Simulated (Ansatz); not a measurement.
## CaTiO3 (I4/mcm, No. 140, 10 atoms in the cell; start COD 1567489; high-temperature phase)

Computed with LDA (Ansatz, a quantum-chemistry and plane-wave program, PAW).

Run with plane-wave cutoff 520 eV, 10×10×10 k mesh, Fermi–Dirac smearing 0.01 eV, no spin polarisation, scalar-relativistic PAW data made under PBE.

Cell (measured lattice):

CaTiO$_{3}$ has the tetragonal space group I4/mcm (No. 140), Pearson symbol tI20. Cell: a = b = 5.4984 Å, c = 7.7828 Å, α = β = γ = 90.00°. Ti on 4c has 6 O at 1.946–1.951 Å (octahedral). Ca on 4b has 12 O at 2.634–2.872 Å (cuboctahedral). O1 on 8h sees 2 Ti at 1.951 Å and 2 Ca at 2.634 Å and 2 Ca at 2.872 Å (octahedral). O2 on 4a is surrounded by 2 Ti at 1.946 Å and 4 Ca at 2.749 Å (octahedral). (Neighbours: up to the widest gap in distance over summed covalent radii, below 1.35, at either atom; cation-cation and far metal-metal contacts left out.)
(The calculation used a cell of 10 atoms; values per cell refer to that cell.)

```
Property    Value
--------  -------
band gap  1.86 eV
```

Note: held by symmetry at 0 K, a high-temperature phase can be a saddle point; cell and atoms aren't relaxed at this level (pressure -12.5 GPa).

Computed values are for the static lattice.

Cost on a shared machine: about 80 core-seconds (a rough figure).
